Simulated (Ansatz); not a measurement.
Base system: GaN in the wurtzite structure (space group P6_3mc, No. 186).

```yaml
crystal:
  lattice:
    - [3.21837, 0.00000, 0.00000]
    - [-1.60918, 2.78719, 0.00000]
    - [0.00000, 0.00000, 5.24320]
  atoms:
    - { symbol: Ga, position: [0.33333, 0.66667, 0.00014] }
    - { symbol: Ga, position: [0.66667, 0.33333, 0.50014] }
    - { symbol: N, position: [0.33333, 0.66667, 0.37686] }
    - { symbol: N, position: [0.66667, 0.33333, 0.87686] }
```

Cartesian axes are those of the cell as printed.

Computed with PBE, PAW, 420 eV (Ansatz, a quantum-chemistry and plane-wave program; spin-orbit coupling left out).

Base values:

* **Shortest interatomic distance**: 1.967 Å

It is then changed as follows: tensile biaxial strain of 0.60 % in the plane normal to [001], as in epitaxy on a mismatched substrate; the out-of-plane cell vector and the atoms relax.

### Question
What happens to the out-of-plane strain?

### Answer
The out-of-plane strain comes out as -0.27 %.

### Question
What does the calculation give for the shortest interatomic distance after the change?

### Answer
The shortest interatomic distance rises by 0.008 Å, from 1.967 Å to 1.975 Å.

Whether these cells are dynamically stable was not tested.
